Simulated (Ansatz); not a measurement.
Functionals compared on a constructed model of the (0001) surface of hcp Hf, a pseudomorphic layer of Rh in the host's stacking (bottom of the slab: a bare face, its two planes held), in Ansatz (plane waves, PAW). The structure was relaxed with PBE; the other rows are single points on it. Cutoff 420 eV (500 eV for r2SCAN).

Slab: 7 atoms, 15.4 Å thick at the start; k 13x13x1, smearing 0.1 eV, dipole-corrected; 2 atoms held, the rest relaxed; held to the start's symmetry, so lower structures may exist; no spin, no spin-orbit, no U. It is one candidate, not shown to be the stable structure of the face. These notes are the PBE run's.

```csv
functional,work function of the top face (eV),rough cost of the single point
PBE,4.24,–
RPBE,___,roughly 80 core-seconds
r2SCAN,4.14,around 2.2 core-minutes (rough)
```

Problem. Complete the blanks.

Solution. 
- RPBE, work function of the top face (eV): 4.06

Ansatz is an electronic-structure program.
